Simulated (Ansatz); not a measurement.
## Rh under a change: biaxial strain −0.82 %, plane normal [110], relaxed out of plane

Consider Rh in the fcc (Cu type) structure (space group Fm-3m, No. 225; a = 3.802 Å; relaxed with 0.1 eV smearing). Axes: x, y, z lie along the cube axes.

Now apply this change: compressive biaxial strain of 0.82 % in the plane normal to [110], as in epitaxy on a mismatched substrate; the out-of-plane cell vector and the atoms relax.

All numbers come from Kohn–Sham DFT with the r2SCAN functional, run in Ansatz (an electronic-structure program) with PAW and 500 eV plane waves, without spin-orbit coupling, earlier PAW set. Settings: 30×30×30 k-points, 0.1 eV Fermi–Dirac smearing.

```tsv
quantity	base	changed	shift
volume per atom	13.74 Å³	13.58 Å³	-0.151 Å³
space group	Fm-3m (No. 225)	Immm (No. 71)	–
shortest interatomic distance	2.688 Å	2.666 Å	-0.022 Å
energy relative to the base (free energy F)	0 meV/atom	+3.4 meV/atom	+3.4 meV/atom
pressure (mean of the normal stresses, compression positive)	0.0 GPa	3.2 GPa	+3.2 GPa
band gap	zero	zero	–
out-of-plane strain	–	+0.54 %	–
ratio −ε⊥/ε∥	–	0.66	–
mean in-plane stress (compression positive)	–	+4.9 GPa	–
```

Final structure (turned so that z lies along the plane normal):

```
Rh
1.0
    2.66612     0.00000     0.00000
    0.00000     3.77046     0.00000
    1.33306     1.88523     1.35140
Rh
1
Direct
  0.00000   0.00000   0.00000
```

Cost of the whole job for the changed cell (relaxation, final SCF and bands): around 4 core-minutes (rough).

No phonon test of stability was made. All final runs are without spin polarisation.
